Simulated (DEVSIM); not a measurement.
System: illuminated Ge n-on-p cell, one wavelength, at 250 K.

Layer 1 from the left is Ge, thickness (μm) 0.660, Nd (cm⁻³) 3.5e18, τn (s) 1.8e-6, τp (s) 3.8e-5, absorption coefficient (cm⁻¹) 940. Layer 2 from the left is Ge, thickness (μm) 250, Na (cm⁻³) 4.6e16, τn (s) 5e-5, τp (s) 5e-5, absorption coefficient (cm⁻¹) 940.

Left contact: ohmic, minority hole recombination velocity 1e6 cm/s. Right contact: ohmic, minority electron recombination velocity 5000 cm/s. Voltage is applied to the left contact. Recombination: SRH at mid-gap, radiative, Auger. Light enters at the left, 1.3e18 photons cm⁻² s⁻¹, one pass, no reflection. Mobility is μmin + (μ − μmin)/(1 + (N/Nref)^α).

Constants are typed, rounded textbook-type inputs, not results; the design itself was drawn at random and stands for no fabricated device. Values at 300 K; Nc and Nv go as T^1.5, mobilities as T to minus their exponent, the gap by Varshni's rule with the affinity fixed.

Ge: gap (eV) 0.664, affinity (eV) 4, permittivity 16, Nc (cm⁻³) 1.04e19, Nv (cm⁻³) 6e18, μn (cm²/Vs) 3900, μp (cm²/Vs) 1900, μn,min 150, μp,min 100, Nref,n 2.6e17, Nref,p 4e17, αn 0.56, αp 0.6, T exponent of μn 1.66, T exponent of μp 2.33, B (cm³/s) 6.4e-14, Cn (cm⁶/s) 1e-31, Cp (cm⁶/s) 1e-31, Varshni α (eV/K) 0.000477, Varshni β (K) 235.

Simulated with DEVSIM: 1D drift-diffusion, Boltzmann statistics, complete ionisation; no tunnelling, impact ionisation, image-force lowering or self-heating.

Dark forward current:

```
|V| (V)  |J| (A/cm²)
-------  -----------
0.05        9.912e-8
0.10        1.076e-6
0.15        1.092e-5
0.20       0.0001108
0.25        0.001127
0.30         0.01147
0.35          0.1163
0.40           1.144
0.45           9.281
0.50           48.29
0.55           163.8
0.60           406.7
0.65           815.1
0.70            1410
0.75            2201
```

**Question.** Work out the local ideality factor n = ΔV / (kT/q · ln(J2/J1)) between the rows 0.10 and 0.15 V, 0.25 and 0.30 V, 0.70 and 0.75 V.

**Answer.** kT/q = 21.54 mV. From 0.10 to 0.15 V: ln(1.092e-5/1.076e-6) = 2.317, n = 1.00, near the 1 of diffusion or emission over a barrier. From 0.25 to 0.30 V: ln(0.01147/0.001127) = 2.320, n = 1.00, near the 1 of diffusion or emission over a barrier. From 0.70 to 0.75 V: ln(2201/1410) = 0.445, n = 5.21.

**Question.** What current could the absorbed light give at most, and what share is collected?

**Answer.** Σ αd = 23.6, so qΦ(1 − exp(−Σ αd)) = 208 mA/cm². The simulated short-circuit current is 197.6 mA/cm², a share of 0.95.

**Question.** Estimate the open-circuit voltage by superposition: the voltage at which the dark current equals that short-circuit current.

**Answer.** Interpolating ln J in the table gives 0.362 V. The simulation gives 0.361 V, the same within the digits that matter. Superposition holds where collection doesn't change with voltage.

**Question.** Estimate the fill factor from FF0 = (v − ln(v + 0.72))/(v + 1), v = qVoc/(nkT), with n from the dark curve.

**Answer.** The rows about Voc, 0.35 and 0.40 V, give n = 1.02, so v = 16.5 and FF0 = 0.780. The simulation gives 0.782, the same within the digits that matter.
